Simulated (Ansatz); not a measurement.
The parent structure is CdS in the wurtzite structure (space group P6_3mc, No. 186; a = 4.123 Å, c = 6.711 Å).

Computed with plane-wave PAW DFT at the PBEsol level (Ansatz, a first-principles code, 420 eV), no spin-orbit coupling.

One change was made to it. Results:

The shortest interatomic distance falls by 0.023 Å, from 2.521 Å to 2.498 Å; the density goes up by 0.135 g/cm³, from 4.86 g/cm³ to 4.99 g/cm³; the band gap grows by 0.06 eV, from 1.09 eV to 1.15 eV.

Task: Which of these changes matches the shifts?
(A) pressure −2 GPa
(B) pressure 1.8 GPa
(C) pressure −1 GPa
(D) pressure 18 GPa
(E) pressure 60 GPa

Result: B, pressure 1.8 GPa. For comparison, the band gap in the other runs: pressure 60 GPa gives zero; pressure 18 GPa gives 1.41 eV; pressure −2 GPa gives 1.02 eV; pressure −1 GPa gives 1.06 eV.

The mesh was chosen for an insulator and is coarse for the gapless case. From pressure 60 GPa on, the axis ratios lie over 15 % from the base's, so the cell there is far from its starting form. Load acts through the strain it causes; cell and atoms are relaxed under it. Stability against distortions was not tested. The final runs are not spin-polarised. Measured, CdS leaves this structure (for rock salt) near 2.54 GPa (temperature not stated; as listed in Datta, Sujoy, Jana, Debnarayan, arXiv (2020)), on rising pressure, with hysteresis. A zero or small gap of CdS under pressure 60 GPa can be the functional's error rather than a property of the material.
